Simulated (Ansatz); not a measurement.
Structures of equal composition on the (111)B surface of zinc-blende GaAs (As plane on top): 2x2 As adatom at H3; 2x2 As adatom at T1; 2x2 As adatom at T4. The slabs share one bottom face, and each structure is named by its start. These are constructed structures in small cells; real faces may alloy, dewet or reconstruct in larger ones, and not all known structures of the face are among them. Slabs of about 14 Å, Fermi-Dirac smearing of 0.025 eV. Bottom of the slabs: H caps. Relaxed from the named starts with such symmetry as they have, on meshes of like density; energies extrapolated to zero smearing; spin only where a row says so; no spin-orbit coupling, no U. Brackets mark spin-polarised runs, whose order is one that fits the cell. Where a second, spin-polarised start was run, the lower counts.

The numbers are results of PBE (plane waves to 420 eV, PAW; Ansatz, a quantum-chemistry and plane-wave program), not measurements.

Task: Order them by energy per 1x1 cell (lowest first) at the level PBE.

Result: 2x2 As adatom at T4 (0.000 eV, gap 0.30 eV on the mesh), 2x2 As adatom at H3 (0.015 eV, no gap on the mesh), 2x2 As adatom at T1 (0.403 eV [spin, 0.5 μB a cell], no gap on the mesh)
